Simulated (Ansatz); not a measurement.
Bond-angle distributions (per cent of the angles at each element, bins of 10°) of a relaxed model of amorphous Al$_{28}$O$_{45}$B$_{2}$ at 2.99 g/cm³. These are PBE, scalar-relativistic without spin-orbit coupling (plane waves to 420 eV, PAW; Ansatz, a program for electronic structure) values and carry that method's errors.

A CHGNet melt-quench gave the starting glass, which DFT then relaxed. O atoms were pushed apart under 1.9 Å during the dynamics, to hinder bonds among them. The hot cell started wider than the set density and was brought back towards it in steps. It is the lowest in DFT energy of 2 quenches. It is a model cell: composition and starting density were chosen by hand, and all elements were melted together. No dispersion term was used. Its density started from a set value of 3.01 and ended at 2.99 g/cm³. The simulated quench (nominally 280 K/ps over its main leg) is rapid and tends to freeze in more defects than a deposited or slowly cooled glass has. One small periodic cell is one sample of the glass; other quenches scatter about these values. Volume and shape were free in the relaxation.

Neighbours within Al-Al 2.66 Å, Al-O 2.28 Å, Al-B 2.25 Å, O-O 1.58 Å, O-B 1.80 Å, B-B 1.97 Å count as bonded. Two cations that share two anions don't count as bonded, nor two that share one unless they lie closer than Al-Al 2.59 Å, Al-B 2.19 Å, B-B 1.80 Å.

```csv
angle (°),at Al,at O
50-60,0,0
60-70,0,0
70-80,5,0
80-90,17,6
90-100,23,18
100-110,19,10
110-120,12,26
120-130,8,16
130-140,4,15
140-150,3,6
150-160,2,2
160-170,4,2
170-180,2,0
```

They go with these counts of neighbours within the cut-offs, cation contacts included: Al mean 4.5, most often 4; O mean 3.0, most often 3.
